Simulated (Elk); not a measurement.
Band structure of CaCo2Ge2 (I4/mmm, 5 atoms in the cell).

```
CELL_PARAMETERS angstrom
     -2.00458     2.00458     5.22806
      2.00458    -2.00458     5.22806
      2.00458     2.00458    -5.22806
ATOMIC_POSITIONS crystal
  Ca 0.00000 0.00000 0.00000
  Co 0.25000 0.75000 0.50000
  Co 0.75000 0.25000 0.50000
  Ge 0.36710 0.36710 0.00000
  Ge 0.63290 0.63290 0.00000
```

Method of the run: LDA (PW92), all-electron FP-LAPW, Elk's shipped species files, default APW+lo basis in Elk.

Settings: xctype = 3; rgkmax = 7; stype = 3; swidth = 0.00183747 Ha; ngridk = 7 7 7; rmtscf = 0.87.

The starting cell comes from a database of computed structures (which also holds hypothetical and non-ambient phases and stackings), without a prior relaxation at this level. Its lattice was rescaled by a random factor within 2.5 % of one. Spin polarisation is off. Values depend on the basis (sphere radii, cutoffs, local orbitals), which need not be converged.

Levels in eV from the Fermi level, bands 31 to 38:
```csv
point,31,32,33,34,35,36,37,38
Γ,-0.75,-0.58,-0.29,-0.29,-0.12,1.21,2.63,2.63
X,-1.61,-0.89,-0.77,-0.74,-0.59,0.19,0.30,2.07
Y,-1.64,-0.96,-0.77,-0.68,-0.22,0.20,0.40,2.10
S,-1.30,-1.19,-1.15,0.29,0.70,0.93,3.22,3.28
Z,-0.59,-0.23,-0.23,-0.14,0.97,1.82,2.44,3.59
S1,-1.30,-1.19,-1.15,0.29,0.70,0.93,3.22,3.28
N,-1.30,-1.28,-0.96,-0.54,1.01,1.78,2.02,2.88
P,-1.67,-0.78,-0.78,-0.75,-0.74,0.27,0.27,1.82
Y1,-1.64,-0.96,-0.77,-0.68,-0.22,0.20,0.40,2.10
```

Bands cross the Fermi level along this path, so the cell is metallic at this level.
